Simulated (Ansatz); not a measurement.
hypothetical CdI2 type PbO2 with two functionals

Base system: PbO₂ in the CdI2 type structure (space group P-3m1, No. 164; a = 3.405 Å, c = 4.489 Å; a hypothetical phase, not in the database extracts checked; layered, stacked along the Cartesian z axis).

(Cell as relaxed with PBE-D3(BJ).)

Levels (all Ansatz, a first-principles code, PAW): PBE-D3(BJ) (420 eV, no spin-orbit coupling); r2SCAN+rVV10 (500 eV, no spin-orbit coupling).

Each level relaxes its own structure.

```csv
quantity,PBE-D3(BJ),r2SCAN+rVV10
volume per atom,15.02 Å³,(withheld)
lattice parameter a,3.405 Å,(withheld)
lattice parameter c,4.489 Å,(withheld)
```

**Question.** Given the PBE-D3(BJ) results, estimate those of r2SCAN+rVV10.

**Answer.** 
- volume per atom, r2SCAN+rVV10: 14.31 Å³
- lattice parameter a, r2SCAN+rVV10: 3.372 Å
- lattice parameter c, r2SCAN+rVV10: 4.361 Å

PBE-D3(BJ)'s volume per atom lies 0.71 Å³ above r2SCAN+rVV10's (5.0 %); PBE-D3(BJ)'s lattice parameter a lies 0.033 Å above r2SCAN+rVV10's (1.0 %); PBE-D3(BJ)'s lattice parameter c lies 0.128 Å above r2SCAN+rVV10's (2.9 %). Neither level is exact; r2SCAN+rVV10 is the comparison here, not a measurement.

Whether these cells are dynamically stable was not tested.
